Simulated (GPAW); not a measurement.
**Parameter sweep on Zr2Au (I4/mmm, 3 atoms in the cell)**

Space group I4/mmm (No. 139); a = b = 3.2720 Å, c = 11.5000 Å, α = β = γ = 90.00°

```json
[
 {"atom": "Zr", "site": "4e", "symmetry": "4mm", "x": "0.0000", "y": "0.0000", "z": "0.3400"},
 {"atom": "Au", "site": "2a", "symmetry": "4/mmm", "x": "0.0000", "y": "0.0000", "z": "0.0000"}
]
```
(The calculation used a cell of 3 atoms; values per cell refer to that cell.)

Base run A: PBEsol, GPAW PAW datasets PBEsol (made by gpaw-setup) (GPAW 25.7.0), self-consistent single point.

Its settings: mode = pw; ecut = 600 eV; xc = PBEsol; kpts = 9 9 9; mesh shift (steps) = 0 0 0; occupations.name = fermi-dirac; occupations.width = 0.1 eV; nbands = -11; symmetry.symmorphic = false; symmetry.tolerance = 0.0005; maxiter = 100.

The starting cell comes from a database of published, mostly measured structures (it also holds non-ambient and calculated ones), without a prior relaxation at this level.

A dash stands where there is no value to compare (another energy zero or no entropy term, no result, no spin, no clean gap, or a mesh too coarse for one). 

Runs:
- B: dispersion: default → d3 [PBEsol-D3(0)]
- C: dispersion: default → d3bj [PBEsol-D3(BJ)]
- D: dispersion: default → d3bj_atm [PBEsol-D3(BJ)+ATM]
- E: dispersion: default → d4 [PBEsol-D4]

```csv
run,pressure (GPa),largest force (eV/Å),dispersion energy (eV/atom)
A,-0.24,0.024,–
B,-3.60,0.120,-0.478
C,-5.08,0.018,-0.609
D,-4.14,0.018,-0.549
E,-1.70,0.023,-0.194
```

Run E against A: The pressure goes from -0.24 to -1.70 GPa and the largest force moves little (0.024 to 0.023 eV/Å).

Run C against A: The pressure goes from -0.24 to -5.08 GPa and the largest force goes from 0.024 to 0.018 eV/Å.

Run D against A: The pressure goes from -0.24 to -4.14 GPa and the largest force goes from 0.024 to 0.018 eV/Å.

Left out of this page: 1 run of the series held back from this collection.
